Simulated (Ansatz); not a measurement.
Worked example: self-consistent single point of LiMg (P1, 4 atoms in the cell) in Ansatz (a program for electronic structure).

Level of theory: LDA (PW92), PAW files made with PBE (plane waves; Ansatz).

```xyz
4
Lattice="5.6971 -1.5441 0.0000 5.6971 1.5441 0.0000 -2.4463 0.0000 4.7638" Properties=species:S:1:pos:R:3 pbc="T T T"
Li     2.4749    -0.0511     3.4172
Li     6.3706     0.0543     1.3802
Mg    -0.4755    -0.0063     3.8044
Mg     9.5256     0.0030     0.9259
```

Reference input (self-consistent single point, DFT, PBEsol, plane waves, PAW files made with PBE): basis.ecutwfc = 420 eV; kpoints.mp_grid.grid = 7 7 4; hamiltonian.xc = pbesol; hamiltonian.pseudopotentials = {kind: paw} (the program's default PAW files); scf.occupations.method = fermi_dirac; scf.occupations.width = 0.136 eV. This run's input differs from it in these lines:

Ansatz 0.2 input:
```diff
@@ -17,3 +17,3 @@
 hamiltonian:
-  xc: pbesol
+  xc: lda
   pseudopotentials:
```

The program printed (abridged):

```
SCF iter   1: F=—  HF=-4206.934520 eV  |F-HF|=—  |Δ(HF+E_count)|=         —  Δρ=1.68e-2  dr2=7.25e-1  ethr=3.10e-3  ⟨swp⟩=4.8  Hψ=8323  notcnv=0
all-band conjugate gradients solve this SCF's bands
preconditioner: auto → Kerker (q_TF=auto, 2.245 Å⁻¹)
SCF iter   2: F=—  HF=-4206.779199 eV  |F-HF|=—  |Δ(HF+E_count)|=   1.55e-1  Δρ=1.09e-2  dr2=3.48e-1  ethr=2.79e-3  ⟨swp⟩=2.0  Hψ=2763  notcnv=0
   [... lines left out ...]
SCF iter   5: F=—  HF=-4206.642226 eV  |F-HF|=—  |Δ(HF+E_count)|=   1.33e-5  Δρ=1.87e-4  dr2=5.45e-5  ethr=2.00e-6  ⟨swp⟩=1.7  Hψ=2561  notcnv=0
SCF iter   6: F=—  HF=-4206.642215 eV  |F-HF|=—  |Δ(HF+E_count)|=   1.16e-5  Δρ=2.66e-5  dr2=1.22e-6  ethr=2.10e-7  ⟨swp⟩=2.3  Hψ=2789  notcnv=0
SCF iter   7: F=—  HF=-4206.642215 eV  |F-HF|=—  |Δ(HF+E_count)|=   3.72e-7  Δρ=7.19e-6  dr2=1.04e-7  ethr=3.85e-10  ⟨swp⟩=7.0  Hψ=8253  notcnv=0
SCF iter   8: F=-4206.642215 eV  HF=-4206.642215 eV  |F-HF|=2.40e-9  |Δ(HF+E_count)|=   1.64e-8  Δρ=1.72e-6  dr2=2.78e-9  ethr=3.85e-10  ⟨swp⟩=4.0  Hψ=5030  notcnv=0
SCF 1 converged in 8 iterations: F = -4206.642215 eV  dr2 = 2.78e-9
Free energy (F): -4206.642215 eV
Internal energy: -4206.514345 eV  (E = F + TS)
E sigma→0 (E₀):  -4206.578280 eV
Entropy (-TS):   -0.127870 eV (-31.967 meV/atom)
Fermi energy:    3.359943 eV
--- Forces (eV/Å), atoms counted from 1 ---
  atom   1  Li     0.21234626     0.04520585    -0.17077612
  atom   2  Li     0.06765153    -0.05816338     0.01330740
  atom   3  Mg    -0.21125882     0.03578067    -0.06310364
  atom   4  Mg    -0.06873473    -0.02282313     0.22057135
--- Stress (GPa, compression-positive) ---
       -1.499371      -0.172061      -0.038739
       -0.172061      -0.182689       0.097447
       -0.038740       0.097447      -1.720594
  P = ⅓ Tr σ = -1.1342 GPa (-11.342 kbar)
  The stress holds the Pulay correction. Without it, at fixed plane waves, as pw.x and ABINIT print it: P = -1.1392 GPa
```

The run converged in 8 iterations. Against the reference run the pressure goes from 0.08 to -1.13 GPa and the largest force goes from 0.302 to 0.276 eV/Å.

The starting cell comes from a database of computed structures (which also holds hypothetical and non-ambient phases and stackings), without a prior relaxation at this level. Its atoms were displaced at random from the sites of space group no. 12. Ansatz's pressure includes its estimate of the finite-basis (Pulay) stress.
